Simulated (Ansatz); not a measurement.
Short convergence ladders for a (110) slab of CsH (cut from a parent of space group no. 221; 8 atoms in the cell)

```yaml
crystal:
  lattice:
    - [3.79932, 0.00000, 0.00000]
    - [0.00000, 5.37305, 0.00000]
    - [0.00000, 0.00000, 22.05959]
  atoms:
    - { symbol: Cs, position: [0.00000, 0.25000, 0.31732] }
    - { symbol: H, position: [0.50000, 0.75000, 0.31732] }
    - { symbol: Cs, position: [0.00000, 0.75000, 0.43911] }
    - { symbol: H, position: [0.50000, 0.25000, 0.43911] }
    - { symbol: Cs, position: [0.00000, 0.25000, 0.56089] }
    - { symbol: H, position: [0.50000, 0.75000, 0.56089] }
    - { symbol: Cs, position: [0.00000, 0.75000, 0.68268] }
    - { symbol: H, position: [0.50000, 0.25000, 0.68268] }
```

Base method: LDA (PW92), default PAW files made with PBE (plane waves; Ansatz, a quantum-chemistry and plane-wave program).

Base settings: basis.ecutwfc = 420 eV; kpoints.mp_grid.grid = 6 4 1; hamiltonian.xc = lda; hamiltonian.pseudopotentials = {kind: paw} (the program's default PAW files); scf.occupations.method = fermi_dirac; scf.occupations.width = 0.05 eV.

The count of work is k-points × plane waves × bands × iterations; it is no time. 

**The vacuum**

The mesh stays at the base's, so the ladder's end is converged at best in this setting alone.

Only quantities that move along the ladder and can be compared are tabulated.

```tsv
vacuum between outermost atoms (Å)	free energy less the last step's (meV/atom)	largest difference of a force vector from the last step's (eV/Å)	gap on the mesh (eV)	count of work / last
3.0	-66.81	0.226	2.230	0.25
4.0	-26.54	0.142	2.039	0.27
5.0	-8.10	0.052	2.033	0.34
6.0	-2.23	0.015	1.989	0.37
7.0	-0.59	0.004	2.014	0.40
8.0	-0.15	0.001	2.091	0.42
10.0	-0.01	0.000	2.233	0.47
12.0	0.00	0.000	2.272	0.53
14.0	0.01	0.000	2.274	0.58
17.0	0.00	0.000	2.274	0.66
20.0	0.00	0.000	2.274	0.74
25.0	0.00	0.000	2.274	0.87
30.0	0.00	0.000	2.274	1.0
```

Smallest vacuum between outermost atoms (Å) that holds the forces within 0.01 eV/Å of the last step, with all finer ones: 7.0, at 0.40 of the last step's count of work; the step before is off by 0.015 eV/Å.

Smallest vacuum between outermost atoms (Å) that holds the gap on the mesh within 0.02 eV of the last step, with all finer ones: 12.0; the step before is off by 0.041 eV.

Smallest vacuum between outermost atoms (Å) that holds the free energy within 5 meV/atom of the last step, with all finer ones: 6.0, at 0.37 of the last step's count of work; the step before is off by 8.1 meV/atom.

**The plane-wave cutoff**

The mesh stays at the base's, so the ladder's end is converged at best in this setting alone.

Only quantities that move along the ladder and can be compared are tabulated.

| basis.ecutwfc | free energy less the last step's (meV/atom) | largest difference of a force vector from the last step's (eV/Å) | gap on the mesh (eV) | count of work / last |
|---|---|---|---|---|
| 210 eV | 122.59 | 0.009 | 2.253 | 0.13 |
| 250 eV | 46.79 | 0.001 | 2.268 | 0.16 |
| 295 eV | 15.66 | 0.001 | 2.272 | 0.21 |
| 355 eV | 3.33 | 0.000 | 2.274 | 0.28 |
| 420 eV | 0.71 | 0.000 | 2.274 | 0.35 |
| 505 eV | 0.09 | 0.000 | 2.274 | 0.46 |
| 630 eV | 0.02 | 0.000 | 2.274 | 0.65 |
| 840 eV | 0.00 | 0.000 | 2.274 | 1.0 |

Coarsest basis.ecutwfc that holds the free energy within 0.5 meV/atom of the last step, with all finer ones: 505 eV; the step before is off by 0.71 meV/atom.

Coarsest basis.ecutwfc that holds the gap on the mesh within 0.01 eV of the last step, with all finer ones: 250 eV, at 0.16 of the last step's count of work; the step before is off by 0.021 eV.

Coarsest basis.ecutwfc that holds the forces within 0.005 eV/Å of the last step, with all finer ones: 250 eV, at 0.16 of the last step's count of work; the step before is off by 0.009 eV/Å.

**The depth of the relaxed slab**

On a (110) slab of CsH (cut from a parent of space group no. 221; 2 atoms in the cell), and deeper slabs.

In this ladder: relax = atoms; relax.f_tol = 0.02 eV/Å.

Surface energy = (E_slab − N e_bulk)/2A, with e_bulk from the bulk crystal on its finest mesh (165 k-points); errors per atom of slab and bulk, whose meshes differ, grow with N.

The mesh stays at the base's, so the ladder's end is converged at best in this setting alone.

Only quantities that move along the ladder and can be compared are tabulated.

```csv
atoms,surface energy (J/m²),gap on the mesh (eV),relaxation steps
2,0.304,1.654,1
4,0.223,2.315,5
6,0.238,2.101,5
10,0.216,2.254,6
```

Smallest size that holds the surface energy within 0.05 J/m² of the last step, with all finer ones: 4; the step before is off by 0.088 J/m².

Smallest size that holds the gap on the mesh within 0.1 eV: not settled: the last two steps still differ by 0.15 eV, over half the tolerance, so the ladder does not show it.

On the base run: the starting cell comes from a database of computed structures (which also holds hypothetical and non-ambient phases and stackings), without a prior relaxation at this level. The slab is cut from that crystal, and its faces are unrelaxed. Its lattice was rescaled by up to half a per cent.

Keys are those of Ansatz 0.2.
